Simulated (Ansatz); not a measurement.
The reference is TiAl (space group P4/mmm, No. 123; a = 2.824 Å, c = 4.075 Å; relaxed with 0.1 eV smearing).

(Cell as relaxed with PBE.)

Levels (all Ansatz, an electronic-structure program, PAW, earlier PAW set): PBE (420 eV, no SOC); r2SCAN (500 eV, no SOC).

Each level relaxes its own structure.

```
base                      PBE    r2SCAN
-------------------  --------  --------
volume per atom      16.25 Å³  16.07 Å³
lattice parameter a   2.824 Å   2.813 Å
band gap                 zero      zero
```

The change: every lattice vector is shortened by 0.36 %; the atoms relax in the strained cell.

```tsv
quantity	PBE	r2SCAN
energy relative to the base (free energy F)	+0.7 meV/atom	+0.7 meV/atom
pressure (mean of the normal stresses, compression positive)	1.2 GPa	1.3 GPa
```

The two agree on the energy relative to the base. Neither level is exact; r2SCAN is the comparison here, not a measurement.

Whether these cells are dynamically stable was not tested. All final runs are without spin polarisation.
